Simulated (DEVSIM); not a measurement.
System: Ti/AlN/p-GaAs capacitor, at 250 K.

Layer 1 from the left is AlN, thickness (nm) 2.90. Layer 2 from the left is GaAs, thickness (nm) 1900, Na (cm⁻³) 1.1e17.

Metal gate on the left, work function 4.33 eV. Fixed charge at the semiconductor interface 1.6e11 cm⁻² (in units of +e); no interface traps.

The device is made up for the run: typed textbook-type constants, with dimensions and the other settings drawn at random. Values at 300 K; Nc and Nv go as T^1.5, mobilities as T to minus their exponent, the gap by Varshni's rule with the affinity fixed.

AlN: gap (eV) 6.1, affinity (eV) 1.9, permittivity 8.5. GaAs: gap (eV) 1.424, affinity (eV) 4.07, permittivity 12.9, Nc (cm⁻³) 4.7e17, Nv (cm⁻³) 9e18, Varshni α (eV/K) 0.000541, Varshni β (K) 204.

DEVSIM, 1D Poisson equation in equilibrium, Boltzmann statistics, complete ionisation; no quantum confinement or tunnelling. Metal contacts follow the ideal Schottky-Mott rule: no Fermi-level pinning, no interface dipoles.

Problem. What does the simulation give for the flat-band voltage, the minimum of the low-frequency capacitance?

Solution. flat-band voltage -1.11 V; minimum of the low-frequency capacitance 0.0890 μF/cm².
